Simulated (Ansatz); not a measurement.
Total g(r) from a molecular-dynamics run [in the run: 2×2×2 k-points, which a denser mesh shifts by 0.3 GPa in pressure and 0.03 eV/Å in forces]. All values below come from PBE (plane waves, PAW; Ansatz, an electronic-structure program).

| r (Å) | g(r) |
|---|---|
| 1.02 | 0.00 |
| 1.14 | 0.00 |
| 1.26 | 0.00 |
| 1.38 | 0.00 |
| 1.50 | 0.00 |
| 1.62 | 0.00 |
| 1.74 | 0.00 |
| 1.86 | 0.00 |
| 1.98 | 0.00 |
| 2.10 | 0.00 |
| 2.22 | 0.00 |
| 2.34 | 0.00 |
| 2.46 | 0.00 |
| 2.58 | 0.04 |
| 2.70 | 3.92 |
| 2.82 | 9.57 |
| 2.94 | 2.21 |
| 3.06 | 0.06 |
| 3.18 | 0.00 |
| 3.30 | 0.00 |
| 3.42 | 0.00 |
| 3.54 | 0.00 |
| 3.66 | 0.00 |
| 3.78 | 0.17 |
| 3.90 | 1.60 |

Question: Which system gave this curve?
(A) AlN (zinc blende; a metastable form), crystal, 2794 K
(B) Pt (fcc), crystal, 281 K, 1.7 GPa
(C) SiC (zinc blende; 3C polytype), crystal, 2171 K
(D) SiC (zinc blende; 3C polytype), crystal, 322 K

Answer: B, Pt (fcc), crystal, 281 K, 1.7 GPa
